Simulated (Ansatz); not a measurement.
**Hypothetical wurtzite InSb, pressure series**

The parent structure is InSb in the wurtzite structure (space group P6_3mc, No. 186; a = 4.597 Å, c = 7.565 Å; a hypothetical phase, not in the database extracts checked).

Cell and atoms are relaxed at each pressure.

All numbers come from PBEsol (Ansatz, a program for electronic structure), scalar-relativistic without spin-orbit coupling.

Computed cases, in order: pressure −1 GPa; 0 GPa (base); pressure 0.3 GPa; pressure 0.7 GPa; pressure 1.5 GPa; pressure 3 GPa; pressure 5 GPa; pressure 7.5 GPa; pressure 10 GPa.

Question: Between which two neighbouring cases does the band gap open or close?

Answer: Between pressure 3 GPa (zero) and pressure 5 GPa (0.19 eV). The whole series: pressure −1 GPa: zero; 0 GPa (base): zero; pressure 0.3 GPa: zero; pressure 0.7 GPa: zero; pressure 1.5 GPa: zero; pressure 3 GPa: zero; pressure 5 GPa: 0.19 eV; pressure 7.5 GPa: 0.39 eV; pressure 10 GPa: 0.49 eV.

Spin-orbit coupling, missing from the scalar runs, can matter with Sb. Load acts through the strain it causes; cell and atoms are relaxed under it. No phonon test of stability was made. Competing high-pressure phases were not computed. The final runs are not spin-polarised. A zero or small gap of InSb can be the functional's error rather than a property of the material.
